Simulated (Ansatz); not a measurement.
Formation energy of the localised charge states of Si vacancy + N on the C site + N on the C site in 3C silicon carbide (start: the Si site; C 1.90 Å away; C 1.90 Å away; 64-site cell, 2×2×2 shifted sampling) against the Fermi level, C-rich (Δμ(C) = 0.00 eV, Δμ(Si) = -0.41 eV, Δμ(N) = -1.55 eV, bounded by beta Si3N4; only phases computed here count, gases as isolated molecules at 0 K). The numbers are results of PBE, PAW (plane waves to 420 eV; Ansatz, an electronic-structure program), not measurements.

Charges with a result: +1, 0, −1. Others weren't obtained, and one of them could lie lower, also by skipping a charge.

Cell and caveats: 64-site cell; 2×2×2 shifted k-points; host gap 1.37 eV; charged states image-corrected; not converged in cell size; flagged in the runs: a doubtful potential alignment, a strain field that reaches the edge of the cell.

Left out: charge +1 (level within 0.1 eV of a band edge or past it).

| E_F − E_VBM (eV) | q = 0 | q = −1 |
|---|---|---|
| 0.00 | 4.39 | 5.47 |
| 0.17 | 4.39 | 5.29 |
| 0.34 | 4.39 | 5.12 |
| 0.51 | 4.39 | 4.95 |
| 0.69 | 4.39 | 4.78 |
| 0.86 | 4.39 | 4.61 |
| 1.03 | 4.39 | 4.44 |
| 1.20 | 4.39 | 4.26 |
| 1.37 | 4.39 | 4.09 |

Crossings of the lowest lines: (0/−1) at 1.07 eV.
